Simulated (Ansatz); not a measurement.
Consider BN in the zinc blende structure (space group F-43m, No. 216; a = 3.610 Å).

The change: full substitution B → Ga, then cell and atoms are relaxed.

Levels (all Ansatz, a program for electronic structure, PAW): r2SCAN (500 eV, no SOC); HSE06+SOC (420 eV, with spin-orbit coupling).

The geometry is relaxed with r2SCAN.

| Property | Result |
|---|---|
| r2SCAN valence-band top at Γ | 0.00, 0.00, 0.00 eV |
| r2SCAN band gap | 2.17 eV |

Predict the valence-band top at Γ and band gap from HSE06+SOC.

The valence-band top at Γ (three highest Kramers pairs, from the VBM) goes from 0.00, 0.00, 0.00 eV to 0.00, 0.00, -0.02 eV; the band gap rises by 0.82 eV, from 2.17 eV to 2.99 eV. The threefold valence maximum splits by Δso ≈ 21 meV.

Single points use the geometry relaxed with r2SCAN. Differences between runs with and without spin-orbit coupling are approximate. Stability against distortions was not tested. This is not the structure that GaN has at room temperature and ambient pressure.
